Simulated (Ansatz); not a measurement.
Model glasses of amorphous Si3N4, 71 to 78 atoms (Si30N40 before any change). Each row is one cell at a composition chosen by hand, melted whole on the CHGNet potential with the anions pushed apart under 1.9 Å, quenched within some picoseconds, far faster than a real film, and relaxed with PBE, scalar-relativistic without spin-orbit coupling (plane waves to 420 eV, PAW; Ansatz, a first-principles code). Each is the lower in DFT energy of 2 quenches. Cycles of charging and discharging were tried on some cells ahead of these points, and a cell that came back lower was taken. The column on the box says what of it was relaxed with the atoms; held means as the quench left it. Cells that kept moments or hold spare charge are left out.

At the relaxed places, the spacing of the highest filled and the lowest empty level was computed at the zone centre with PBE and with HSE06, without spin polarisation, or with spin where the moments then died out. A level counts as spread where PBE shares it among more than a fifth of the atoms; else the element of the atom with the largest weight is named. Formal charges balance in every cell (each cation at its usual highest valence, Cu and Ag at +1, Sb at +3, H at +1, O at −2, N at −3, F and Cl at −1). Exact exchange is cut at the faces of these small cells, which leaves the hybrid a finite-size error. Where a level is localised, the spacing isn't the band gap.

```
cell             change               box  highest filled on  lowest empty on  spacing, PBE (eV)  spacing, HSE06 (eV)
----------  -----------  ----------------  -----------------  ---------------  -----------------  -------------------
Si30N44Ge3  +3 Ge, +4 N              held                  N               Ge               0.77                 1.83
Si30N44Ti3  +4 N, +3 Ti              held                  N               Ti               1.21                 2.61
Si30N45Ta3  +5 N, +3 Ta             shape                  N               Ta               1.88             withheld
Si30N42Mg3  +3 Mg, +2 N              held                  N           spread               2.09                 3.40
Si27N40B4   +4 B, −3 Si             shape                  N           spread               2.31                 3.60
Si30N41Al   +1 Al, +1 N             shape                  N           spread               2.55                 3.94
Si30N42Ca3  +3 Ca, +2 N  volume and shape                  N           spread               2.75                 4.07
```

### Question
Fit a straight line of the last column on the one before it through the 6 full rows, and predict the withheld value for Si30N45Ta3.

### Answer
Means: x = 1.947, y = 3.242. Slope = Σ(Δx Δy) / Σ(Δx²) = 3.3660 / 3.0891 = 1.090; intercept = 3.242 − (1.090) × 1.947 = 1.120 eV; r.m.s. residual 0.092 eV. Prediction: 1.120 + (1.090) × 1.88 = 3.17 eV. The run gave 3.03 eV, a miss of 0.14 eV, within twice the residual.
